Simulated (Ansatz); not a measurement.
Take Si in the diamond structure (space group Fd-3m, No. 227; a = 5.444 Å) as the base.

Levels (all Ansatz, a program for electronic structure, PAW): r2SCAN (500 eV, scalar-relativistic without spin-orbit coupling); HSE06 (420 eV, no spin-orbit coupling).

The geometry is relaxed with r2SCAN.

| Quantity | Value |
|---|---|
| r2SCAN lowest conduction level above the VBM at special points | X 0.92 eV; K 1.43 eV; U 1.43 eV; Γ 2.74 eV |

### Question
Predict the lowest conduction level above the VBM at special points from HSE06.

### Answer
The lowest conduction level above the VBM at special points changes from X 0.92 eV; K 1.43 eV; U 1.43 eV; Γ 2.74 eV to X 1.29 eV; K 1.82 eV; U 1.82 eV; Γ 3.31 eV.

Single points use the geometry relaxed with r2SCAN. HSE06 gaps are upper bounds (no full band path). The levels and masses belong to the bands next to the band gap. Stability against distortions was not tested.
